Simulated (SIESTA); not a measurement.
## A short convergence ladder for Sn2Ir (Fm-3m, 3 atoms in the cell)

```xyz
3
Lattice="0.0000 3.1931 3.1931 3.1931 0.0000 3.1931 3.1931 3.1931 0.0000" Properties=species:S:1:pos:R:3 pbc="T T T"
Sn     4.7896     4.7896     4.7896
Sn     1.5965     1.5965     1.5965
Ir     0.0000     0.0000     0.0000
```

Base method: LDA PW92, numerical atomic orbitals TZP, PseudoDojo LDA standard norm-conserving potentials (rewritten from UPF to PSML) (SIESTA).

Base settings: XC.functional = LDA; XC.authors = PW92; potentials = PseudoDojo LDA standard; PAO.BasisSize = TZP; PAO.EnergyShift = 0.01 Ry; MeshCutoff = 350 Ry; kgrid.MonkhorstPack = 4 4 4; OccupationFunction = MP; OccupationMPOrder = 0; ElectronicTemperature = 0.1 eV.

Core times come from one kind of shared machine, to one figure; runs under 30 s give none.

**The force threshold of a relaxation**

On Sn₂Ir (I4mm, 3 atoms in the cell): one atom moved by 0.15 angstrom.

In this ladder: MD.TypeOfRun = CG; MD.Steps = 40.

The mesh stays at the base's, so the ladder's end is converged at best in this setting alone.

Only quantities that move along the ladder and can be compared are tabulated.

```csv
MD.MaxForceTol,free energy less the last step's (meV/atom),largest force left (eV/Å),relaxation steps,core time / last (rough)
0.2 eV/Ang,0.51,0.1434,2,0.6
0.1 eV/Ang,0.00,0.0016,4,1
0.05 eV/Ang,0.00,0.0016,4,0.8
0.03 eV/Ang,0.00,0.0016,4,1.0
0.02 eV/Ang,0.00,0.0016,4,1
0.01 eV/Ang,0.00,0.0016,4,1.0
0.005 eV/Ang,0.00,0.0016,4,1
0.002 eV/Ang,0.00,0.0016,4,1
```

Coarsest MD.MaxForceTol that holds the free energy within 0.2 meV/atom of the last step, with all finer ones: 0.1 eV/Ang; the step before is off by 0.51 meV/atom.

Coarsest MD.MaxForceTol that holds the largest force left within 0.01 eV/Å of the last step, with all finer ones: 0.1 eV/Ang; the step before is off by 0.14 eV/Å.

On the base run: the starting cell comes from a database of computed structures (which also holds hypothetical and non-ambient phases and stackings), without a prior relaxation at this level. Its lattice was rescaled by up to half a per cent. Spin polarisation is off. Values carry the incompleteness of an atom-centred basis. In the base run, with a pressure of about -5 GPa the cell is away from its equilibrium volume at this level. Without a gap this mesh is coarse (it stands for a supercell whose shortest vector is 18 Å).

Left out of this page: 1 run of the series failed or unconverged.
